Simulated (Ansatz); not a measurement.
**A computed series for Ir: response to strain**

The parent structure is Ir in the fcc (Cu type) structure (space group Fm-3m, No. 225; relaxed with 0.1 eV smearing).

```yaml
crystal:
  lattice:
    - [0.00000, 1.92250, 1.92250]
    - [1.92250, 0.00000, 1.92250]
    - [1.92250, 1.92250, 0.00000]
  atoms:
    - { symbol: Ir, position: [0.00000, 0.00000, 0.00000] }
```

Cartesian axes are those of the cell as printed.

Strains are applied to the cell and any free atomic positions relax; under biaxial strain the out-of-plane vector relaxes too.

Method: plane-wave PAW DFT at the r2SCAN level (Ansatz, a first-principles code, 500 eV), no SOC.

Notes on the quantities. in-plane stress: mean in-plane stress (compression positive).

```tsv
change	ratio −ε⊥/ε∥	in-plane stress
biaxial strain +0.42 %, plane normal [111], relaxed out of plane	–	-3.4 GPa
biaxial strain +0.83 %, plane normal [111], relaxed out of plane	0.51	-6.6 GPa
biaxial strain +1.25 %, plane normal [111], relaxed out of plane	0.51	-9.7 GPa
biaxial strain +1.67 %, plane normal [111], relaxed out of plane	0.50	-12.6 GPa
biaxial strain +2.08 %, plane normal [111], relaxed out of plane	0.50	-15.3 GPa
biaxial strain +2.50 %, plane normal [111], relaxed out of plane	0.50	-17.8 GPa
```

Stability against distortions was not tested. The final runs are not spin-polarised.
